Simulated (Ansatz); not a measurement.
## A short convergence ladder for Na2H4Pd (I4/mmm, 7 atoms in the cell)

```yaml
crystal:
  lattice:
    - [-2.65012, 2.65012, 3.25943]
    - [2.65012, -2.65012, 3.25943]
    - [2.65012, 2.65012, -3.25943]
  atoms:
    - { symbol: Na, position: [0.75000, 0.25000, 0.50000] }
    - { symbol: Na, position: [0.25000, 0.75000, 0.50000] }
    - { symbol: H, position: [0.22018, 0.22018, 0.44036] }
    - { symbol: H, position: [0.77982, 0.77982, 0.55964] }
    - { symbol: H, position: [0.22018, 0.77982, 0.00000] }
    - { symbol: H, position: [0.77982, 0.22018, 0.00000] }
    - { symbol: Pd, position: [0.00000, 0.00000, 0.00000] }
```

Base method: LDA (PW92), default PAW files made with PBE (plane waves; Ansatz, a first-principles code).

Base settings: basis.ecutwfc = 420 eV; kpoints.mp_grid.grid = 7 7 7; hamiltonian.xc = lda; hamiltonian.pseudopotentials = {kind: paw} (the program's default PAW files); scf.occupations.method = fixed.

Core times come from one kind of shared machine, to one figure; runs under 30 s give none.

**Zone-centre phonons against the cutoff**

In this ladder: phonons.method = dfpt; phonons.dielectric = true; phonons.rigid_motions = translations.

The mesh stays at the base's, so the ladder's end is converged at best in this setting alone.

Frequencies are those of the unrelaxed cell, without the LO-TO term of polar crystals.

Only quantities that move along the ladder and can be compared are tabulated.

ε∞ and Born charges come from denser meshes that the program picks itself.

| basis.ecutwfc | highest zone-centre frequency (cm⁻¹) | lowest optical frequency (cm⁻¹) | largest Born charge (mean of the diagonal) (e) | mean ε∞ | core time / last (rough) |
|---|---|---|---|---|---|
| 210 eV | 1959.4 | 129.0 | 1.013 | 3.674 | 0.6 |
| 295 eV | 1865.6 | 129.3 | 1.028 | 3.712 | 0.7 |
| 355 eV | 1843.3 | 130.8 | 1.028 | 3.712 | 0.9 |
| 420 eV | 1841.7 | 130.9 | 1.028 | 3.711 | 1 |

Coarsest basis.ecutwfc that holds the highest zone-centre frequency within 10 cm⁻¹ of the last step, with all finer ones: 355 eV; the step before is off by 24 cm⁻¹.

Coarsest basis.ecutwfc that holds the mean ε∞ within 0.02 of the last step, with all finer ones: 295 eV; the step before is off by 0.037.

Coarsest basis.ecutwfc that holds the lowest optical frequency within 1 cm⁻¹ of the last step, with all finer ones: 355 eV; the step before is off by 1.6 cm⁻¹.

On the base run: the starting cell comes from a database of computed structures (which also holds hypothetical and non-ambient phases and stackings), without a prior relaxation at this level. Its lattice was rescaled by up to half a per cent.

Keys are those of Ansatz 0.2.
